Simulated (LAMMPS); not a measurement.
Melts of HgTe (zinc blende) cooled to 300 K at several rates.

Level of theory: classical MD, pair style sw, file CdTeZnSeHgS0.sw (LAMMPS).

```json
[
 {"cooling rate (K/s)": "1e+12", "energy above the crystal": "0.134 eV/atom", "state": "glass", "density": "8.41 g/cm³ (one sample)", "coordination number of Hg by Te": "4.29 (counted to 3.78 Å)", "rough cost": "50 core-minutes"},
 {"cooling rate (K/s)": "3e+12", "energy above the crystal": "0.141 eV/atom", "state": "glass", "density": "8.49 g/cm³ (one sample)", "coordination number of Hg by Te": "4.35 (counted to 3.78 Å)", "rough cost": "16 core-minutes"},
 {"cooling rate (K/s)": "1e+13", "energy above the crystal": "0.150 eV/atom", "state": "glass", "density": "8.55 g/cm³ (one sample)", "coordination number of Hg by Te": "4.27 (counted to 3.74 Å)", "rough cost": "8 core-minutes"},
 {"cooling rate (K/s)": "1e+14", "energy above the crystal": "-", "state": "glass", "density": "8.44 g/cm³ (one sample)", "coordination number of Hg by Te": "4.20 (counted to 3.74 Å)", "rough cost": "2.6 core-minutes"}
]
```

Costs are rough and include melting and analysis.

Caution: the real compound melts congruently only under the pressure of its own vapour and loses its more volatile element when open.
